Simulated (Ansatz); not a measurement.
The starting structures come from a database of crystals and need not be the phases stable at ambient conditions.

Inside the gap of an insulator the Bloch states are evanescent, with a wavenumber k + iκ along the transport direction.

Input:

```yaml
crystal:
  lattice:
    - [6.51650, 0.10061, 0.02298]
    - [-0.80853, 6.46693, 0.02298]
    - [0.69637, 0.80124, 6.37297]
  atoms:
    - { symbol: Sc, position: [0.55114, 0.44886, 0.00000] }
    - { symbol: Tl, position: [0.15378, 0.84622, 0.50000] }
    - { symbol: P, position: [0.70917, 0.89757, 0.09046] }
    - { symbol: P, position: [0.10243, 0.29083, 0.90954] }
    - { symbol: S, position: [0.68443, 0.63364, 0.29645] }
    - { symbol: S, position: [0.36636, 0.31557, 0.70355] }
    - { symbol: S, position: [0.16819, 0.41762, 0.16973] }
    - { symbol: S, position: [0.58238, 0.83181, 0.83027] }
    - { symbol: S, position: [0.04172, 0.95828, 0.00000] }
    - { symbol: S, position: [0.61301, 0.12769, 0.24955] }
    - { symbol: S, position: [0.87231, 0.38699, 0.75045] }
```

Space group of this cell: C2. The cell was relaxed by PBE-D3(BJ).

Transport runs along the normal of the first two printed cell vectors.

The gap is the functional's own, uncorrected, and κ follows it; spin-orbit coupling is left out. Mid-gap values are interpolated between the computed energies.

**Question.** Predict the band gap and the smallest decay constant κ at mid-gap from r2SCAN in Ansatz (a first-principles code).

**Answer.** Gap 2.34 eV on a 6×6×6 mesh; κ = 0.289 1/Å, at the zone centre.
